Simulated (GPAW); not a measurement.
Worked example: self-consistent single point of HgRuO3 (P1, 5 atoms in the cell) in GPAW.

Level of theory: LDA (Perdew-Wang 92), GPAW PAW datasets LDA (gpaw-data 1.0.1) (plane waves; GPAW 25.7.0).

```
HgRuO3
1.0
    3.94433     0.00000     0.00000
    0.00000     3.94433     0.00000
    0.00000     0.00000     3.94433
Hg Ru O
1 1 3
Direct
  0.02045   0.01935   0.02356
  0.50266   0.48474   0.50720
  0.48096   0.51607   0.99138
  0.00968   0.49085   0.48802
  0.48626   0.98899   0.48985
```

Reference input (self-consistent single point, DFT PBEsol, plane waves, GPAW PAW datasets PBEsol (made by gpaw-setup)): mode = pw; ecut = 950 eV; xc = PBEsol; kpts = 5 5 5; mesh shift (steps) = 0 0 0; occupations.name = fermi-dirac; occupations.width = 0.136 eV; nbands = -9; convergence.forces = 0.001 eV/Å; symmetry.symmorphic = false; symmetry.tolerance = 0.0005; maxiter = 120. This run's input differs from it in these lines:

```diff
@@ -16,3 +16,3 @@
 calc = GPAW(mode=PW(950),
-            xc='PBEsol',
+            xc='LDA',
             kpts=(5, 5, 5),
```

Its files differ too (potentials: GPAW PAW datasets LDA (gpaw-data 1.0.1)).

The program printed (abridged):

```
     iter     time        total  log10-change:
                         energy   eigst   dens  force
iter:   1 --:--:--   -40.894944
iter:   2 --:--:--   -37.331858   -1.16  -1.11
iter:   3 --:--:--   -34.124084   -1.24  -1.15
iter:   4 --:--:--   -33.324594   -1.43  -1.31
iter:   5 --:--:--   -34.002315   -1.63  -1.52
iter:   6 --:--:--   -33.793206   -2.02  -1.57
iter:   7 --:--:--   -33.176869   -2.05  -1.68
iter:   8 --:--:--   -33.141727   -2.95  -2.22
iter:   9 --:--:--   -33.130105   -3.55  -2.50
iter:  10 --:--:--   -33.129305c  -4.26  -2.79
iter:  11 --:--:--   -33.128604c  -4.20  -2.96
iter:  12 --:--:--   -33.128893c  -5.14  -3.30
iter:  13 --:--:--   -33.128893c  -5.71  -3.34
iter:  14 --:--:--   -33.128405c  -5.77  -3.40
   [... 2 lines left out ...]
iter:  17 --:--:--   -33.128414c  -7.14  -3.61
iter:  18 --:--:--   -33.128452c  -6.77  -3.67
iter:  19 --:--:--   -33.128326c  -6.09  -3.78
iter:  20 --:--:--   -33.128323c  -7.02  -3.97
iter:  21 --:--:--   -33.128325c  -7.59c -4.03c
iter:  22 --:--:--   -33.128321c  -7.87c -4.15c -2.58
iter:  23 --:--:--   -33.128331c  -8.25c -4.27c -2.96
iter:  24 --:--:--   -33.128354c  -7.57c -4.36c -2.49
iter:  25 --:--:--   -33.128343c  -7.76c -4.45c -2.39
iter:  26 --:--:--   -33.128336c  -8.65c -4.55c -3.38c
Converged after 26 iterations.

Dipole moment: (-3.246436, -0.301009, -0.876261) |e|*Ang

Energy contributions relative to reference atoms: (reference = -662072.100240)

Kinetic:        +32.267528
Potential:      -33.775237
External:        +0.000000
XC:             -29.287491
Entropy (-ST):   -0.253804
Local:           -2.206234
SIC:             +0.000000
--------------------------
Free energy:    -33.255238
Extrapolated:   -33.128336

Showing only first 2 kpts
 Kpt  Band  Eigenvalues  Occupancy
  0    24      4.55298    2.00000
  0    25      4.74614    2.00000
  0    26      4.90227    2.00000
  0    27      5.12293    1.99998

  1    24      4.53642    2.00000
  1    25      5.64082    1.99920
  1    26      5.77191    1.99791
  1    27      6.15524    1.96550

Fermi level: 6.70503

No gap
   [... lines left out ...]
Energy (eV): -33.128336

Forces in eV/Ang:
  0 Hg   -0.02080   -0.32783   -0.02867
  1 Ru    0.13962    0.54624   -0.05881
  2 O     0.20000   -0.33598    0.08831
  3 O    -0.49191   -0.10382    0.01093
  4 O     0.17131    0.21428   -0.01148

Stress tensor:
     0.099450    -0.003451    -0.001124
    -0.003451     0.099989    -0.001127
    -0.001124    -0.001127     0.089307
Stress (GPa, Voigt): [15.9336 16.0201 14.3085 -0.1806 -0.1801 -0.5529]
```

The run converged in 26 iterations. GPAW prints stress with tension positive. Against the reference run the largest force goes from 0.588 to 0.567 eV/Å.

At such cutoffs GPAW's stress carries a finite-basis (Pulay) error, which enters relaxed cells too; its log prints stress with tension positive.

The starting cell comes from a database of computed structures (which also holds hypothetical and non-ambient phases and stackings), without a prior relaxation at this level. Its atoms were displaced at random from the sites of space group no. 221. Spin polarisation is off.

Cost on one core of a shared machine: roughly 5 min.
